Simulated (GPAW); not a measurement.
## Several settings converged on a (001) slab of Co (cut from a parent of space group no. 194; 4 atoms in the cell)

```
Co
1.0
    2.52255     0.00000     0.00000
   -1.26127     2.18459     0.00000
    0.00000     0.00000    20.13549
Co
4
Cartesian
  1.26128   0.72820   7.00000
  0.00000   1.45640   9.04520
  1.26128   0.72820  11.09028
  0.00000   1.45640  13.13549
```
Moments meant for the start (each program seeds them in its own way; μB, in the order of the atoms Co Co Co Co): 3.0 3.0 3.0 3.0.

Base method: LDA (Perdew-Wang 92), GPAW PAW datasets LDA (gpaw-data 1.0.1) (plane waves; GPAW 25.7.0).

Base settings: spinpol = true; mode = pw; ecut = 800 eV; xc = LDA; kpts = 7 7 1; mesh shift (steps) = 0 0 0; occupations.name = fermi-dirac; occupations.width = 0.1 eV; nbands = -12; convergence.forces = 0.001 eV/Å.

The count of work is k-points × plane waves × bands × iterations; it is no time. 

**The vacuum**

The mesh stays at the base's, so the ladder's end is converged at best in this setting alone.

Only quantities that move along the ladder and can be compared are tabulated.

```csv
vacuum between outermost atoms (Å),free energy less the last step's (meV/atom),largest difference of a force vector from the last step's (eV/Å),net moment (μB/atom),count of work / last
3.0,-202.54,1.002,1.676,0.18
4.0,-55.29,0.330,1.681,0.11
5.0,-11.85,0.101,1.673,0.086
14.0,-0.02,0.003,1.641,0.32
30.0,0.00,0.000,1.640,1.0
```

Smallest vacuum between outermost atoms (Å) that holds the net moment within 0.01 μB/atom of the last step, with all finer ones: 14.0, at 0.32 of the last step's count of work; the step before is off by 0.032 μB/atom.

Smallest vacuum between outermost atoms (Å) that holds the free energy within 2 meV/atom of the last step, with all finer ones: 14.0, at 0.32 of the last step's count of work; the step before is off by 12 meV/atom.

Smallest vacuum between outermost atoms (Å) that holds the forces within 0.02 eV/Å of the last step, with all finer ones: 14.0, at 0.32 of the last step's count of work; the step before is off by 0.10 eV/Å.

**The plane-wave cutoff**

The mesh stays at the base's, so the ladder's end is converged at best in this setting alone.

Only quantities that move along the ladder and can be compared are tabulated.

```csv
ecut,free energy less the last step's (meV/atom),largest difference of a force vector from the last step's (eV/Å),count of work / last
400 eV,314.48,0.010,0.15
480 eV,126.37,0.000,0.18
800 eV,7.43,0.000,0.65
1200 eV,0.00,0.000,1.0
```

Coarsest ecut that holds the free energy within 5 meV/atom: not settled: the last two steps still differ by 7.4 meV/atom, over half the tolerance, so the ladder does not show it.

Coarsest ecut that holds the forces within 0.005 eV/Å of the last step, with all finer ones: 480 eV, at 0.18 of the last step's count of work; the step before is off by 0.010 eV/Å.

On the base run: the starting cell has typed, rounded lattice constants, without a prior relaxation at this level. The slab is cut from that crystal, and its faces are unrelaxed. Its lattice was rescaled by up to half a per cent. The magnetic order is the one reached from the typed start; others were not searched systematically. In the base run, forces exceed 1 eV/Å. Without a gap this mesh is coarse (it stands for a supercell whose shortest in-plane vector is 18 Å).
